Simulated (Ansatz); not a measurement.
**BaHfO3: isotropic strain +5.96 %**

Base system: BaHfO$_{3}$ in the cubic perovskite structure (space group Pm-3m, No. 221; a = 4.158 Å).

Now apply this change: every lattice vector is stretched by 5.96 %; the atoms relax in the strained cell.

Method: DFT with PBEsol, PAW potentials and a 420 eV plane-wave cutoff in Ansatz (a program for electronic structure), no spin-orbit coupling. Settings: 8×8×8 k-points, 0.05 eV Fermi–Dirac smearing.

```csv
quantity,base,changed,shift
space group,Pm-3m (No. 221),Pm-3m (No. 221),–
shortest interatomic distance,2.079 Å,2.203 Å,+0.124 Å
energy relative to the base (free energy F),0 meV/atom,+199 meV/atom,+199 meV/atom
band gap,3.58 eV,3.21 eV,-0.37 eV
gap character,"indirect, R → Γ","indirect, R → Γ",–
width of the top valence band,0.81 eV,0.73 eV,-0.073 eV
"electron mass (degenerate bands, along [100])","0.33, 0.33, 2.2 mₑ (at Γ)","0.38, 0.38, 2.6 mₑ (at Γ)",–
```

Final structure:

```
BaHfO3
1.0
    4.40531     0.00000     0.00000
    0.00000     4.40531     0.00000
    0.00000     0.00000     4.40531
Ba Hf O
1 1 3
Direct
  0.50000   0.50000   0.50000
  0.00000   0.00000   0.00000
  0.00000   0.50000   0.00000
  0.50000   0.00000   0.00000
  0.00000   0.00000   0.50000
```

Spin-orbit coupling, missing from the scalar runs, can matter with Hf. Effective masses come from finite differences of ±0.01 Å⁻¹. No phonon test of stability was made. The base started in P4mm and relaxed to Pm-3m at this level.
